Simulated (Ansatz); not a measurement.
## Response to strain in Al2Au

The parent structure is Al₂Au (space group Fm-3m, No. 225; a = 6.003 Å; relaxed with 0.1 eV smearing). Axes: x, y, z lie along the cube axes.

Strains are applied to the cell and any free atomic positions relax.

All numbers come from PBEsol (Ansatz, an electronic-structure program, PAW, no spin-orbit coupling).

Notes on the quantities. energy relative to the base: free energy F; pressure: mean of the normal stresses, compression positive.

| variant | energy relative to the base | pressure | shortest interatomic distance |
|---|---|---|---|
| base | 0 meV/atom | 0.0 GPa | 2.599 Å |
| uniaxial strain ε_zz = −3.00 % | +8.3 meV/atom | 3.8 GPa | 2.574 Å |
| uniaxial strain ε_zz = −2.00 % | +3.6 meV/atom | 2.4 GPa | 2.582 Å |
| uniaxial strain ε_zz = −1.50 % | +2.0 meV/atom | 1.8 GPa | 2.587 Å |
| uniaxial strain ε_zz = −1.00 % | +0.9 meV/atom | 1.2 GPa | 2.591 Å |
| uniaxial strain ε_zz = −0.50 % | +0.2 meV/atom | 0.6 GPa | 2.595 Å |
| uniaxial strain ε_zz = +0.50 % | +0.2 meV/atom | -0.6 GPa | 2.604 Å |
| uniaxial strain ε_zz = +1.50 % | +1.9 meV/atom | -1.7 GPa | 2.613 Å |
| uniaxial strain ε_zz = +2.50 % | +5.1 meV/atom | -2.7 GPa | 2.621 Å |
| uniaxial strain ε_zz = +3.00 % | +7.3 meV/atom | -3.2 GPa | 2.626 Å |

No phonon test of stability was made.
